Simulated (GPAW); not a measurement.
Input and output of a self-consistent single point for ScAg2 (I4mm, 3 atoms in the cell) (GPAW).

Computed with PBEsol, GPAW PAW datasets PBEsol (made by gpaw-setup) (plane waves; GPAW).

The change in words: lattice scaled by 0.98. Reference geometry:
```
ScAg2
1.0
   -1.77444     1.77444     4.47660
    1.77444    -1.77444     4.47660
    1.77444     1.77444    -4.47660
Sc Ag
1 2
Direct
  0.00558   0.00558   0.00000
  0.66664   0.66664   0.00000
  0.33336   0.33336   0.00000
```

Reference input (self-consistent single point, DFT PBEsol, plane waves, GPAW PAW datasets PBEsol (made by gpaw-setup)): mode = pw; ecut = 850 eV; xc = PBEsol; kpts = 6 6 6; mesh shift (steps) = 0 0 0; occupations.name = fermi-dirac; occupations.width = 0.1 eV; nbands = -9; convergence.density = 1e-05 e/electron; convergence.energy = 1e-05 eV/electron; symmetry.symmorphic = false; symmetry.tolerance = 0.0005. This run's input differs from it in these lines:

```diff
@@ -5,8 +5,8 @@
 atoms = Atoms(['Sc', 'Ag', 'Ag'],
-              cell=[[-1.774437, 1.774437, 4.476600],
-                    [1.774437, -1.774437, 4.476600],
-                    [1.774437, 1.774437, -4.476600]],
-              positions=[[-0.000000, 0.000000, 0.050004],
-                         [-0.000000, 0.000000, 5.968561],
-                         [-0.000000, 0.000000, 2.984639]],
+              cell=[[-1.738948, 1.738948, 4.387068],
+                    [1.738948, -1.738948, 4.387068],
+                    [1.738948, 1.738948, -4.387068]],
+              positions=[[0.000000, -0.000000, 0.049004],
+                         [0.000000, -0.000000, 5.849190],
+                         [0.000000, -0.000000, 2.924946]],
               pbc=True)
```

Output, abridged:

```
     iter     time        total  log10-change:
                         energy   eigst   dens
iter:   1 --:--:--   -14.810375
iter:   2 --:--:--   -14.216451   -0.44  -1.36
iter:   3 --:--:--   -13.103226   -0.69  -1.41
iter:   4 --:--:--   -13.033899   -1.89  -1.79
iter:   5 --:--:--   -12.937753   -1.83  -1.87
iter:   6 --:--:--   -12.970933   -2.36  -2.23
iter:   7 --:--:--   -12.926513   -2.76  -2.23
iter:   8 --:--:--   -12.924150   -3.47  -2.71
iter:   9 --:--:--   -12.923832   -3.94  -2.96
iter:  10 --:--:--   -12.923474   -4.04  -3.16
iter:  11 --:--:--   -12.923426c  -5.02  -3.48
iter:  12 --:--:--   -12.923407c  -4.99  -3.58
iter:  13 --:--:--   -12.923432c  -5.47  -3.59
iter:  14 --:--:--   -12.923426c  -6.57  -3.94
iter:  15 --:--:--   -12.923374c  -5.88  -4.00
iter:  16 --:--:--   -12.923379c  -6.62  -4.20
iter:  17 --:--:--   -12.923376c  -7.26  -4.20
iter:  18 --:--:--   -12.923366c  -6.67  -4.26
iter:  19 --:--:--   -12.923365c  -7.11  -4.62
iter:  20 --:--:--   -12.923367c  -7.76c -4.78
iter:  21 --:--:--   -12.923369c  -7.74c -4.86
iter:  22 --:--:--   -12.923367c  -7.88c -4.90
iter:  23 --:--:--   -12.923366c  -8.71c -4.99
iter:  24 --:--:--   -12.923367c  -8.12c -5.01c
Converged after 24 iterations.

Dipole moment: (-0.000000, -0.000000, -0.745960) |e|*Ang

Energy contributions relative to reference atoms: (reference = -309822.030781)

Kinetic:         -9.470232
Potential:       +6.037850
External:        +0.000000
XC:             -10.101094
Entropy (-ST):   -0.044911
Local:           +0.632566
SIC:             +0.000000
--------------------------
Free energy:    -12.945822
Extrapolated:   -12.923367

Showing only first 2 kpts
 Kpt  Band  Eigenvalues  Occupancy
  0    20      4.41738    2.00000
  0    21      7.48407    1.99957
  0    22      9.12918    0.00066
  0    23      9.77401    0.00000

  1    20      4.42693    2.00000
  1    21      7.94852    1.95589
  1    22      9.35048    0.00007
  1    23      9.37454    0.00006

Fermi level: 8.32772

No gap
No difference between direct/indirect transitions
Energy (eV): -12.923367

Forces in eV/Ang:
  0 Sc    0.00000    0.00000   -0.34680
  1 Ag    0.00000    0.00000    0.20295
  2 Ag    0.00000    0.00000    0.14432

Stress tensor:
    -0.015445    -0.000000     0.000000
    -0.000000    -0.015445    -0.000000
     0.000000    -0.000000    -0.011572
Stress (GPa, Voigt): [-2.4746 -2.4746 -1.854  -0.      0.     -0.    ]
```

The run converged in 24 iterations. GPAW prints stress with tension positive. Against the reference run the free energy goes down by 6.4 meV/atom, the pressure goes from -3.76 to 2.27 GPa and the largest force goes from 0.278 to 0.347 eV/Å.

The starting cell comes from a database of computed structures (which also holds hypothetical and non-ambient phases and stackings), without a prior relaxation at this level. Its lattice was rescaled by up to half a per cent. One atom was moved a little off its site on purpose. For this run, on top of that: lattice scaled by 0.98.

Cost on one core of a shared machine: roughly 4 min.
